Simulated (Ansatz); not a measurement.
The parent structure is SrTiO3 in the cubic perovskite structure (space group Pm-3m, No. 221; a = 3.891 Å). Axes: x, y, z lie along the cube axes.

Method: PBEsol (Ansatz, an electronic-structure program; PAW; 420 eV plane waves; no spin-orbit coupling).

Base values:

Pressure: -0.01 GPa

It is then changed as follows: tensile biaxial strain of 2.40 % in the plane normal to [001], as in epitaxy on a mismatched substrate; the out-of-plane cell vector and the atoms relax.

### Question
Predict the new out-of-plane strain.

### Answer
The out-of-plane strain is -1.32 %.

### Question
How does this affect the energy relative to the base?

### Answer
The energy rises by 15 meV/atom.

### Question
How does this affect the pressure?

### Answer
The pressure (mean of the normal stresses, compression positive) drops by 5.53 GPa to -5.54 GPa.

Whether these cells are dynamically stable was not tested. The final runs are not spin-polarised. Many cubic perovskites are stable only at high temperature; tilts and polar distortions were not tested.
